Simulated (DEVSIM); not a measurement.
Device: Cr/La2O3/p-Si capacitor, at 300 K.

```csv
layer (left to right),material,thickness (nm),Na (cm⁻³)
1,La2O3,5.70,-
2,Si,7800,5.4e15
```

Metal gate on the left, work function 4.5 eV. Fixed charge at the semiconductor interface -5.7e10 cm⁻² (in units of +e); interface traps 1.4e11 cm⁻² eV⁻¹, uniform in energy, neutral level at 0.7 of the gap above the valence band.

The device is made up for the run: typed textbook-type constants, with dimensions and the other settings drawn at random. Values at 300 K.

```tsv
parameter	La2O3	Si
gap (eV)	5.8	1.124
affinity (eV)	1.8	4.05
permittivity	27	11.7
Nc (cm⁻³)	-	2.86e19
Nv (cm⁻³)	-	3.1e19
```

Model (solved in DEVSIM): 1D Poisson equation in equilibrium, Boltzmann statistics, complete ionisation; no quantum confinement or tunnelling. Metal contacts follow the ideal Schottky-Mott rule: no Fermi-level pinning, no interface dipoles.

The interface trap density was swept, all else fixed.

| interface trap density (cm^-2 eV^-1) | minimum of the low-frequency capacitance (μF/cm²) | flat-band voltage (V) |
|---|---|---|
| 0 | 0.0294 | -0.45 |
| 1e10 | 0.0310 | -0.45 |
| 1e11 | 0.0451 | -0.45 |
| 1.4e11 | 0.0514 | -0.45 |
| 3e11 | 0.0763 | -0.45 |
| 1e12 | 0.182 | -0.47 |
| 2e12 | … | -0.49 |

What belongs in the gaps?


- 2e12, minimum of the low-frequency capacitance (μF/cm²): 0.323
